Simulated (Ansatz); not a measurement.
PbS (model structure, P6₃/mmc, No. 194, 4 atoms in the cell), treated with r²SCAN in Ansatz (PAW).

Run with plane-wave cutoff 560 eV, 18×18×10 k mesh (along the axes of the cell as run), Fermi–Dirac smearing 0.05 eV, scalar-relativistic PAW data made under PBE.

Cell (relaxed at this level):

```cif
data_Pb2S2
_chemical_formula_sum 'Pb2 S2'
_space_group_name_H-M_alt 'P63/mmc'
_space_group_IT_number 194
_space_group_name_Hall '-P 6c 2c'
_cell_length_a 4.12328
_cell_length_b 4.12328
_cell_length_c 7.33181
_cell_angle_alpha 90.000
_cell_angle_beta 90.000
_cell_angle_gamma 120.000
loop_
_atom_site_label
_atom_site_type_symbol
_atom_site_symmetry_multiplicity
_atom_site_Wyckoff_symbol
_atom_site_fract_x
_atom_site_fract_y
_atom_site_fract_z
_atom_site_occupancy
Pb1 Pb 2 a 0.00000 0.00000 0.00000 1
S1 S 2 c 0.33333 0.66667 0.25000 1
```

Question: Predict the band gap and bulk modulus B0.

Answer: 
- band gap = 0.24 eV (on the SCF k mesh)
- bulk modulus B0 = 55.3 GPa

Note: the bulk modulus is −V dP/dV from two relaxed cells at ±2 % in volume; the relaxation could raise the start's symmetry but not lower it, so the cell can be a saddle point.

Spin–orbit coupling is not included; it can close the smallest gap of 0.24 eV.

A model structure was made by putting elements into a prototype or built by hand; it is no filed structure, need not be a known phase, and can be a saddle point held by its symmetry.

Ansatz is a quantum-chemistry and plane-wave program.
